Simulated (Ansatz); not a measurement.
```
GaS
1.0
    1.77202     1.02308     7.48667
   -1.77202     1.02308     7.48667
    0.00000    -2.04615     7.48667
Ga S
2 2
Direct
  0.94622   0.94622   0.94622
  0.05378   0.05378   0.05378
  0.23113   0.23113   0.23113
  0.76887   0.76887   0.76887
```

Calculation: PBEsol+D3BJ, rigid bands (plane waves, PAW, scalar-relativistic; Ansatz, an electronic-structure program). Cell: cell and atoms relaxed with PBEsol+d3bj.

**Question.** What conductivity effective mass do dilute electrons have at 300 K?

**Answer.** 0.54 (x), 0.54 (y), 0.35 (z) mₑ.

**Question.** Predict the hole conductivity mass (n e² τ/σ) at 300 K, by direction if it differs.

**Answer.** 1.88 (x), 1.88 (y), 0.159 (z) mₑ.

**Question.** And the band gap?

**Answer.** 1.31 eV at this level; semilocal functionals usually fall short of the measured gap.

Rigid bands, one relaxation time for all states, no polarons. Spin-orbit coupling is left out; where it splits the top of the valence band it changes the hole mass and lowers the gap by about a third of the splitting. Geometry: cell and atoms relaxed with PBEsol+D3(BJ).

Computed structure with no diffraction record at hand here (it may be known, metastable or hypothetical): GaS (R-3m). PBEsol with a dispersion correction tends to overbind, so the cell can be several per cent short, in bad cases over ten, which usually narrows a gap: GaS (R-3m).
